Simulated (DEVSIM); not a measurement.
Device: Ti/HfO2/n-Ge capacitor, at 300 K.

Layer 1 from the left is HfO2, thickness (nm) 2.50. Layer 2 from the left is Ge, thickness (nm) 16000, Nd (cm⁻³) 6.5e14.

Metal gate on the left, work function 4.33 eV. Fixed charge at the semiconductor interface 0 cm⁻² (in units of +e); no interface traps.

Constants are typed, rounded textbook-type inputs, not results; the design itself was drawn at random and stands for no fabricated device. Values at 300 K.

HfO2: gap (eV) 5.7, affinity (eV) 2.5, permittivity 22. Ge: gap (eV) 0.664, affinity (eV) 4, permittivity 16, Nc (cm⁻³) 1.04e19, Nv (cm⁻³) 6e18.

DEVSIM, 1D Poisson equation in equilibrium, Boltzmann statistics, complete ionisation; no quantum confinement or tunnelling. Metal contacts follow the ideal Schottky-Mott rule: no Fermi-level pinning, no interface dipoles.

What does the simulation give for the flat-band voltage, the threshold voltage (band bending 2φF), the minimum of the low-frequency capacitance?

flat-band voltage 0.08 V; threshold voltage (band bending 2φF) -0.10 V; minimum of the low-frequency capacitance 0.0299 μF/cm².
